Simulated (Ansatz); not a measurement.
The starting structures come from a database of crystals and need not be the phases stable at ambient conditions.

Given:

```
CELL_PARAMETERS angstrom
      7.05502     0.00000     0.00000
      1.13847     6.96256     0.00000
      1.14617    -1.34881     3.61103
ATOMIC_POSITIONS crystal
  Rb 0.29850 0.29850 0.50000
  Rb 0.70150 0.70150 0.50000
  Te 0.78765 0.21235 0.71235
  Te 0.21235 0.78765 0.28765
  Pt 0.00000 0.00000 0.00000
```

Space group of this cell: Immm. The cell is taken as given.

Transport runs along the normal of the first two printed cell vectors.

No gap correction and no spin-orbit coupling; mid-gap values are interpolated between computed energies.

Task: Estimate the band gap and the smallest decay constant κ at mid-gap that r2SCAN in Ansatz (an electronic-structure program) returns for this system.

Result: Gap 1.17 eV on a 8×8×8 mesh; κ = 0.172 1/Å, at (-0.333, 0.333) of the in-plane reciprocal vectors. At the zone centre, at the nearest computed energy, the slowest state has κ = 0.22 1/Å.
